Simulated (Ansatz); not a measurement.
Consider V3Si in the A15 (Cr3Si type) structure (space group Pm-3n, No. 223; a = 4.650 Å). Axes: x, y, z lie along the cube axes.

All numbers come from DFT with PBEsol, PAW potentials and a 420 eV plane-wave cutoff in Ansatz (a quantum-chemistry and plane-wave program), no spin-orbit coupling, earlier PAW set.

Before the change:

- Shortest interatomic distance: 2.325 Å

Now apply this change: the symmetric strain tensor [0.0214 0.0014 0.0117; 0.0014 0.0185 0.0162; 0.0117 0.0162 0.0252], atoms relaxed at fixed cell.

Q: How does this affect the shortest interatomic distance?

A: The shortest interatomic distance increases by 0.040 Å (2.325 Å → 2.365 Å).

Q: What happens to the energy relative to the base?

A: The energy goes up by 36 meV/atom.

Without a gap, meshes like the base's 10×10×10 leave anisotropic stresses uncertain by several tenths of a GPa, and small strain energies with them. Stability against distortions was not tested. Seeded moments were not kept for the base. The final runs are not spin-polarised.
